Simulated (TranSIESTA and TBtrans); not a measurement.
Junction: pyridine-2,5-diyl held by thiolate S between the apex atoms of two Al(100) rods. Leads: fcc Al rod along [100], layers of 5 and 4 atoms, a = 4.04 Å. Geometry: as built, not relaxed. Transport runs along z; the first 18 and the last 18 of the 80 atoms are the lead cells, repeated to infinity.

```xyz
80
Lattice="14.213 0.000 0.000 0.000 14.213 0.000 0.000 0.000 40.303" Properties=species:S:1:pos:R:3 pbc="F F T"
Al     7.107     7.107     0.000
Al     9.963     7.107     0.000
Al     7.107     9.963     0.000
Al     4.250     7.107     0.000
Al     7.107     4.250     0.000
Al     8.535     8.535     2.020
Al     5.678     8.535     2.020
Al     8.535     5.678     2.020
Al     5.678     5.678     2.020
Al     7.107     7.107     4.040
Al     9.963     7.107     4.040
Al     7.107     9.963     4.040
Al     4.250     7.107     4.040
Al     7.107     4.250     4.040
Al     8.535     8.535     6.060
Al     5.678     8.535     6.060
Al     8.535     5.678     6.060
Al     5.678     5.678     6.060
Al     7.107     7.107     8.080
Al     9.963     7.107     8.080
Al     7.107     9.963     8.080
Al     4.250     7.107     8.080
Al     7.107     4.250     8.080
Al     8.535     8.535    10.100
Al     5.678     8.535    10.100
Al     8.535     5.678    10.100
Al     5.678     5.678    10.100
Al     7.107     7.107    12.120
Al     9.963     7.107    12.120
Al     7.107     9.963    12.120
Al     4.250     7.107    12.120
Al     7.107     4.250    12.120
Al     8.535     8.535    14.140
Al     5.678     8.535    14.140
Al     8.535     5.678    14.140
Al     5.678     5.678    14.140
Al     7.107     7.107    16.160
S      5.505     7.989    17.555
C      6.396     7.470    19.018
C      6.158     6.214    19.583
C      6.860     5.821    20.725
C      7.794     6.697    21.287
S      8.708     6.223    22.749
N      8.011     7.915    20.722
C      7.339     8.317    19.610
H      5.432     5.543    19.140
H      6.679     4.849    21.166
H      7.538     9.293    19.189
Al     7.107     7.107    24.143
Al     8.535     8.535    26.163
Al     5.678     8.535    26.163
Al     8.535     5.678    26.163
Al     5.678     5.678    26.163
Al     7.107     7.107    28.183
Al     9.963     7.107    28.183
Al     7.107     9.963    28.183
Al     4.250     7.107    28.183
Al     7.107     4.250    28.183
Al     8.535     8.535    30.203
Al     5.678     8.535    30.203
Al     8.535     5.678    30.203
Al     5.678     5.678    30.203
Al     7.107     7.107    32.223
Al     9.963     7.107    32.223
Al     7.107     9.963    32.223
Al     4.250     7.107    32.223
Al     7.107     4.250    32.223
Al     8.535     8.535    34.243
Al     5.678     8.535    34.243
Al     8.535     5.678    34.243
Al     5.678     5.678    34.243
Al     7.107     7.107    36.263
Al     9.963     7.107    36.263
Al     7.107     9.963    36.263
Al     4.250     7.107    36.263
Al     7.107     4.250    36.263
Al     8.535     8.535    38.283
Al     5.678     8.535    38.283
Al     8.535     5.678    38.283
Al     5.678     5.678    38.283
```

Run with TranSIESTA and TBtrans (open boundaries, self-consistent; PseudoDojo norm-conserving potentials, scalar-relativistic): PAO.BasisSize SZP, PAO.EnergyShift 0.15 eV, XC.Authors PBE, Mesh.Cutoff 150 Ry, ElectronicTemperature 300 K, TS.Voltage 0.0 eV, TBT.Elecs.Eta 0.001 eV, no spin polarisation.

Energies count from the leads' Fermi level. Transmissions are for one spin of a degenerate pair. The energy step is 0.02 eV; narrower resonances are cut or missed.

| E (eV) | T |
|---|---|
| -0.20 | 0.00298 |
| -0.16 | 0.00261 |
| -0.12 | 0.00250 |
| -0.08 | 0.00268 |
| -0.04 | 0.00328 |
| 0.00 | 0.00470 |
| 0.04 | 0.0116 |
| 0.08 | 0.0187 |
| 0.12 | 0.0226 |
| 0.16 | 0.0261 |
| 0.20 | 0.0297 |

Question: Give the zero-bias conductance in μS and the resistance at 300 K.

Answer: At the Fermi level T = 0.00470. Averaged with −∂f/∂E over the full grid (kT = 25.9 meV) it is 0.00687, well away from the value at one energy, as T changes fast within a few kT. With G0 = 2e²/h = 77.48 μS, G = 0.532 μS and R = 1/G = 1880 kΩ.

Question: Estimate the thermopower by Mott's formula S = −(π²/3)(kB²T/e) d ln T/dE from the rows at -0.04 and 0.04 eV.

Answer: d ln T/dE = 15.8 eV⁻¹ and (π²/3) kB²T/e = 7.33 μV/K · eV, so S = -120 μV/K; the full integral gives -100 μV/K. A negative sign means that T rises with energy over the thermal window.

The leads' channel count changes near 0.03 eV, within the thermal window, so values at the Fermi level hang on where that band edge falls. Semilocal functionals put molecular levels too close to the Fermi level and tend to overestimate such conductances.
